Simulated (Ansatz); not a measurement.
Structure of amorphous Hf$_{18}$O$_{39}$Al$_{2}$ (periodic cell):

```
CELL_PARAMETERS angstrom
      8.90614     0.03817    -0.28700
      0.03817     9.64792     0.13385
     -0.28700     0.13385     8.79411
ATOMIC_POSITIONS crystal
  Hf 0.72035 0.65040 0.91070
  Hf 0.99254 0.32393 0.40549
  Hf 0.00819 0.93409 0.42656
  Hf 0.98889 0.03274 0.07189
  Hf 0.60294 0.99412 0.91243
  Hf 0.84434 0.32661 0.80957
  Hf 0.06045 0.59443 0.67773
  Hf 0.67629 0.49356 0.50583
  Hf 0.16376 0.33390 0.02643
  Hf 0.51611 0.36221 0.93786
  Hf 0.29077 0.22960 0.63965
  Hf 0.31865 0.02660 0.28420
  Hf 0.36476 0.72088 0.01756
  Hf 0.01807 0.63106 0.24062
  Hf 0.65992 0.85982 0.27278
  Hf 0.24110 0.88942 0.71788
  Hf 0.36314 0.69959 0.42546
  Hf 0.65183 0.14741 0.54894
  O  0.23467 0.63954 0.17277
  O  0.87576 0.79022 0.32719
  O  0.13859 0.64931 0.46118
  O  0.21456 0.13544 0.10532
  O  0.60373 0.35226 0.70137
  O  0.81459 0.99528 0.53371
  O  0.72733 0.83766 0.79671
  O  0.81981 0.56618 0.69523
  O  0.60207 0.78198 0.05718
  O  0.61016 0.68846 0.41184
  O  0.84200 0.29241 0.57263
  O  0.01471 0.81911 0.63815
  O  0.38672 0.38415 0.12855
  O  0.55461 0.03013 0.36322
  O  0.49365 0.58053 0.91995
  O  0.37745 0.91542 0.91029
  O  0.76962 0.98599 0.10303
  O  0.11151 0.90171 0.21867
  O  0.89943 0.66414 0.04553
  O  0.98605 0.12866 0.32585
  O  0.07303 0.41630 0.21327
  O  0.20034 0.69205 0.83397
  O  0.41275 0.83733 0.23668
  O  0.42796 0.49525 0.44987
  O  0.04198 0.44116 0.84621
  O  0.61567 0.31155 0.38495
  O  0.73496 0.43060 0.96365
  O  0.96398 0.22893 0.98596
  O  0.02737 0.94582 0.88192
  O  0.76689 0.10552 0.78402
  O  0.55271 0.16787 0.00529
  O  0.31856 0.21950 0.40225
  O  0.39651 0.76188 0.63219
  O  0.86340 0.50272 0.37532
  O  0.30747 0.32024 0.84188
  O  0.14093 0.09138 0.66077
  O  0.24323 0.93133 0.47147
  O  0.47326 0.08976 0.67832
  O  0.13505 0.39173 0.57041
  Al 0.87928 0.93964 0.73246
  Al 0.42613 0.35583 0.32406
```

Methods: PBE, scalar-relativistic without spin-orbit coupling (Ansatz, a first-principles code); r2SCAN, scalar-relativistic without spin-orbit coupling (Ansatz); HSE06, scalar-relativistic without spin-orbit coupling (Ansatz). Neutral PBE cell, which sets geometry, pressure and energy: sampling: a 2×2×2 Γ-centred mesh; Fermi-Dirac width 0.02 eV; no spin polarisation. Exact exchange is cut at the faces of this 9 Å cell, which leaves hybrid gaps a finite-size error.

The cell was made by melting and quenching with the CHGNet potential and then relaxed with DFT. O atoms were pushed apart under 1.9 Å during the dynamics, to hinder bonds among them. The hot cell started wider than the set density and was brought back towards it in steps. It is the lowest in DFT energy of 2 quenches. It is a model cell: composition and starting density were chosen by hand, and all elements were melted together. No dispersion term was used. Its density started from a set value of 8.56 and ended at 8.56 g/cm³. The simulated quench (nominally 450 K/ps over its main leg) is rapid and tends to freeze in more defects than a deposited or slowly cooled glass has. A cell of this size samples the disorder only roughly. The volume was held where the preparation left it and the shape relaxed.

Problem. Give the pressure, the energy against reference phases and the spacing of the highest filled and lowest empty levels.

Solution. 
```yaml
Pressure on a 2×2×2 Γ-centred mesh: 0.39 GPa
Largest force and stress component on that mesh (the relaxation ran on the zone centre alone): 0.10 eV/Å and 0.4 GPa
Energy relative to HfO2 (P2_1/c) + corundum (lowest mix at this level among the phases computed, not always the ambient ones): 0.176 eV/atom
Level gap on a 2×2×2 Γ-centred mesh (PBE): 4.05 eV
Level gap at the zone centre (PBE): 4.07 eV
Level gap at the zone centre (r2SCAN): 4.51 eV
Level gap at the zone centre (HSE06): 5.63 eV
Distance between the nearest levels spread over more than a fifth of the atoms or a third of the atoms of their main element (six at least) (PBE, zone centre): 4.40 eV
```

Problem. At PBE and the zone centre, how localised are the states just below and above the Fermi level (participation number: the atoms over which a state spreads)?

Solution. The highest filled state is spread over 4.1 atoms' worth, largest on O51, with weights by element (charge in smoothed Voronoi cells) O 0.94, Hf 0.05, Al 0.00. The lowest empty state is spread over 20.2 atoms' worth, largest on Hf8, with weights by element (charge in smoothed Voronoi cells) Hf 0.60, O 0.39, Al 0.01.

At PBE the levels at the filled edge of the gap are localised (band-tail or defect states), and the nearest spread-out levels lie 4.4 eV apart at the zone centre.

Bonds are counted up to Hf-Hf 3.34 Å, Hf-O 2.64 Å, Hf-Al 3.00 Å, O-O 1.58 Å, O-Al 2.24 Å, Al-Al 2.66 Å. Two cations that share two anions don't count as bonded, nor two that share one unless they lie closer than Hf-Hf 3.25 Å, Hf-Al 2.92 Å, Al-Al 2.59 Å.

Added carriers, by Ansatz with PBE, scalar-relativistic without spin-orbit coupling on the zone centre alone. Charged cells keep the cell fixed and stand in a uniform background, with no image correction, at a width of 0.01 eV; where the count is odd the moment is locked at 1 μB, unless the neutral cell bore moments. Each starts from the undistorted neutral geometry alone. PBE's self-interaction favours spread-out carriers, so it can miss traps that a hybrid finds.

Problem. What happens at PBE when the cell takes an extra electron and the atoms relax?

Solution. Relaxation lowers the charged cell by 0.18 eV. The largest moves are O26 0.13 Å, O33 0.13 Å, Hf8 0.10 Å, Hf1 0.10 Å. The level that holds the added charge spreads over 10.6 atoms' worth, most on Hf8 (weight 0.23): a partly localised carrier. No bond crosses its cut-off with a change of over 0.15 Å (metal-metal contacts aside). Made neutral again at that geometry, the cell lies +0.38 eV from the neutral start.

Problem. What happens at PBE when the cell takes a hole and the atoms relax?

Solution. Relaxation lowers the charged cell by 0.31 eV. The largest moves are O51 0.37 Å, Hf16 0.20 Å, O28 0.16 Å, Hf17 0.14 Å. The level that was emptied spreads over 2.9 atoms' worth, most on O51 (weight 0.51): a localised (trapped) carrier, which neighbours of that atom can share. No bond crosses its cut-off with a change of over 0.15 Å (metal-metal contacts aside). Made neutral again at that geometry, the cell lies +0.95 eV from the neutral start.
